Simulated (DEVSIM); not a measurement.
Device: Schottky contact on n-type Ge, at 300 K.

```tsv
layer (left to right)	material	thickness (μm)	Nd (cm⁻³)	τn (s)	τp (s)
1	Ge	1.20	4.5e16	1e-5	1e-5
```

Left contact: Schottky, work function 4.45 eV, emission velocity 3.3e6 cm/s. Right contact: ohmic. Voltage is applied to the left contact. Recombination: SRH at mid-gap, radiative, Auger. Mobility is μmin + (μ − μmin)/(1 + (N/Nref)^α).

The device is made up for the run: typed textbook-type constants, with dimensions and the other settings drawn at random. Values at 300 K; Nc and Nv go as T^1.5, mobilities as T to minus their exponent, the gap by Varshni's rule with the affinity fixed.

```
parameter               Ge
----------------  --------
gap (eV)             0.664
affinity (eV)            4
permittivity            16
Nc (cm⁻³)          1.04e19
Nv (cm⁻³)             6e18
μn (cm²/Vs)           3900
μp (cm²/Vs)           1900
μn,min                 150
μp,min                 100
Nref,n              2.6e17
Nref,p                4e17
αn                    0.56
αp                     0.6
T exponent of μn      1.66
T exponent of μp      2.33
B (cm³/s)          6.4e-14
Cn (cm⁶/s)           1e-31
Cp (cm⁶/s)           1e-31
Varshni α (eV/K)  0.000477
Varshni β (K)          235
```

Simulated with DEVSIM: 1D drift-diffusion, Boltzmann statistics, complete ionisation; no tunnelling, impact ionisation, image-force lowering or self-heating. Metal contacts follow the ideal Schottky-Mott rule: no Fermi-level pinning, no interface dipoles.

Base results: largest field in the device at zero bias (V/cm) 54000; dark forward voltage at 100 A/cm² (V) 0.170; potential step across the device at zero bias (V) 0.309.

Q: What follows from this one change: temperature 300 → 400 K?

A: largest field in the device at zero bias little changed (51000 V/cm); dark forward voltage at 100 A/cm² 0.170 → 0.065 V; potential step across the device at zero bias 0.309 → 0.248 V.

Q: What follows from this one change: metal work function 4.45 → 4.35 eV?

A: largest field in the device at zero bias 54000 → 43000 V/cm; dark forward voltage at 100 A/cm² 0.170 → 0.072 V; potential step across the device at zero bias 0.309 → 0.209 V.

Q: What follows from this one change: metal work function 4.45 → 4.6 eV?

A: largest field in the device at zero bias 54000 → 83000 V/cm; dark forward voltage at 100 A/cm² 0.170 → 0.298 V; potential step across the device at zero bias 0.309 → 0.459 V.
